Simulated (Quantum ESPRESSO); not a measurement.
A self-consistent single point of Ca₂Ir₃Al₉ (P1, 28 atoms in the cell) with Quantum ESPRESSO.

Level of theory: LDA (PZ), GBRV 1.5 ultrasoft (LDA) pseudopotentials (plane waves; Quantum ESPRESSO).

```xyz
28
Lattice="6.4775 -3.7917 0.0000 6.4775 3.7917 0.0000 0.0000 0.0000 9.6175" Properties=species:S:1:pos:R:3 pbc="T T T"
Ca     4.4254     2.5182     2.4004
Ca     8.6038    -2.5209     7.2129
Ca     4.4029    -2.5518     7.2193
Ca     8.5936     2.5353     2.4193
Ir     4.2890    -0.0036    -0.0536
Ir     8.6838     0.0096     4.8158
Ir     8.6836    -0.0003    -0.0014
Ir     4.2494    -0.0187     4.8130
Ir    -0.0150     0.0029    -0.0392
Ir    -0.0282     0.0034     4.8069
Al     8.6613    -2.5023     0.6908
Al     4.3072     2.5048     5.5055
Al     8.6093     2.5325     8.9626
Al     4.3137    -2.5398     4.1689
Al     4.3168     2.5389     8.9685
Al     8.6120    -2.5198     4.1164
Al     4.3303    -2.4952     0.6578
Al     8.6275     2.5046     5.4667
Al     7.8217    -0.4306     2.4369
Al     5.0883     0.4321     7.2006
Al     7.8820     0.4178     7.1972
Al     5.0966    -0.4392     2.4050
Al     6.4686    -1.2534     5.2603
Al     6.5045     1.2686     0.4331
Al     6.4549     1.2408     4.3644
Al     6.4798    -1.2460     9.1622
Al     6.4851    -2.8009     2.4086
Al     6.4671     2.8132     7.2198
```

Reference input (self-consistent single point, DFT, LDA (PZ), plane waves, GBRV 1.5 ultrasoft (LDA) pseudopotentials): ecutwfc = 40 Ry; ecutrho = 320 Ry; occupations = smearing; smearing = marzari-vanderbilt; degauss = 0.0073499 Ry; potentials = {Ca: ca_lda_v1.uspp.F.UPF, Ir: ir_lda_v1.2.uspp.F.UPF, Al: al_lda_v1.uspp.F.UPF}; K_POINTS = automatic 3 3 2 0 0 0; conv_thr = 1e-09 Ry; mixing_beta = 0.5. This run's input differs from it in these lines:

```diff
@@ -19,3 +19,3 @@
 &electrons
-    conv_thr = 1.0d-9
+    conv_thr = 7.3e-05
     mixing_beta = 0.5
```

Output (repeated stretches shortened):

```
     Self-consistent Calculation

     iteration #  1     ecut=    40.00 Ry     beta= 0.50

     negative rho (up, down):  1.819E+00 0.000E+00

     total energy              =   -1506.99694453 Ry
     estimated scf accuracy    <      10.88129294 Ry

     iteration #  2     ecut=    40.00 Ry     beta= 0.50

     negative rho (up, down):  1.912E+00 0.000E+00

     total energy              =   -1510.08064193 Ry
     estimated scf accuracy    <      17.19956796 Ry

     iteration #  3     ecut=    40.00 Ry     beta= 0.50

     negative rho (up, down):  1.898E+00 0.000E+00

     total energy              =   -1511.93392969 Ry
     estimated scf accuracy    <       0.47689925 Ry

   [... 6 blocks of this kind left out ...]

     iteration # 10     ecut=    40.00 Ry     beta= 0.50

     negative rho (up, down):  1.865E+00 0.000E+00

     total energy              =   -1512.08753669 Ry
     estimated scf accuracy    <       0.00019317 Ry

     iteration # 11     ecut=    40.00 Ry     beta= 0.50

     negative rho (up, down):  1.865E+00 0.000E+00
     End of self-consistent calculation

     the Fermi energy is    10.4934 ev

!    total energy              =   -1512.08752936 Ry
     estimated scf accuracy    <       0.00005095 Ry
     smearing contrib. (-TS)   =      -0.00007977 Ry
     internal energy E=F+TS    =   -1512.08744959 Ry

     convergence has been achieved in  11 iterations

     negative rho (up, down):  1.865E+00 0.000E+00

     Forces acting on atoms (cartesian axes, Ry/au):

     atom    1 type  1   force =    -0.00703127    0.00558060    0.00280817
     atom    2 type  1   force =    -0.00809329   -0.00535242    0.00121591
     atom    3 type  1   force =    -0.00345956    0.00678201    0.00078379
     atom    4 type  1   force =    -0.00497199   -0.00264214   -0.00217614
     atom    5 type  2   force =    -0.01155991    0.00348360    0.01972156
   [... lines left out ...]
     Total force =     0.053071     Total SCF correction =     0.008178
   [... lines left out ...]

     negative rho (up, down):  1.865E+00 0.000E+00
          total   stress  (Ry/bohr**3)                   (kbar)     P=      -47.06
  -0.00030197   0.00000032  -0.00001571          -44.42        0.05       -2.31
   0.00000032  -0.00032679  -0.00000651            0.05      -48.07       -0.96
  -0.00001571  -0.00000651  -0.00033099           -2.31       -0.96      -48.69

   JOB DONE.
```

The run converged in 11 iterations. Against the reference run the free energy is nearly the same (within 1 meV/atom), the pressure goes from -4.27 to -4.71 GPa and the largest force moves little (0.598 to 0.595 eV/Å). The full log also holds: “SCF correction compared to forces is large: reduce conv_thr to get better values”.

The starting cell comes from a database of published, mostly measured structures (it also holds non-ambient and calculated ones), without a prior relaxation at this level. Its atoms were displaced at random from the sites of space group no. 63. Spin polarisation is off. With a pressure of about -5 GPa the cell is away from its equilibrium volume at this level.

Cost on one core of a shared machine: roughly 20 min.
